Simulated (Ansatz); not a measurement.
## SnGe (model structure, started from the rocksalt type, Fm-3m, No. 225, 2 atoms in the cell)

Method: PBEsol in Ansatz (plane waves, PAW).

Settings: plane-wave cutoff 500 eV, 12×12×12 k mesh, Fermi–Dirac smearing 0.05 eV, scalar-relativistic PAW data made under PBE.

Cell (relaxed at this level):

Space group Fm-3m (No. 225); a = b = c = 5.705 Å, α = β = γ = 90.00°

```
atom  site  symmetry       x       y       z
----  ----  --------  ------  ------  ------
Ge      4a      m-3m  0.0000  0.0000  0.0000
Sn      4b      m-3m  0.5000  0.5000  0.5000
```
(The calculation used a cell of 2 atoms; values per cell refer to that cell.)

For SnGe (model structure, started from the rocksalt type, Fm-3m, No. 225, 2 atoms in the cell), the band gap is none.

Note: the relaxation could raise the start's symmetry but not lower it, so the cell can be a saddle point.

Spin–orbit coupling is not included.

The computed numbers hold no vibrational or temperature effects.

Computing time: very roughly 15 core-seconds.

A model structure was made by putting elements into a prototype or built by hand; it is no filed structure, need not be a known phase, and can be a saddle point held by its symmetry.

Ansatz is a first-principles code.
